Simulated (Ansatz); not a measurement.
## hypothetical diamond Fe with two functionals

Consider Fe in the diamond structure (space group Fd-3m, No. 227; a = 4.8735 Å; non-magnetic; a hypothetical phase, not in the database extracts checked).

(Cell as relaxed with PBE.)

Levels (all Ansatz, a first-principles code, PAW): PBE (420 eV, no SOC); PBEsol (420 eV, scalar-relativistic without spin-orbit coupling).

Each level relaxes its own structure.

```
quantity                  PBE    PBEsol
-------------------  --------  --------
volume per atom      14.47 Å³  13.86 Å³
lattice parameter a   4.873 Å   4.805 Å
band gap                 zero      zero
```

PBE's volume per atom lies 0.604 Å³ above PBEsol's (4.4 %); PBE's lattice parameter a lies 0.0687 Å above PBEsol's (1.4 %); the two agree on the band gap. Neither level is exact; PBEsol is the comparison here, not a measurement.

Whether these cells are dynamically stable was not tested. Seeded moments were not kept for the base. All final runs are without spin polarisation.
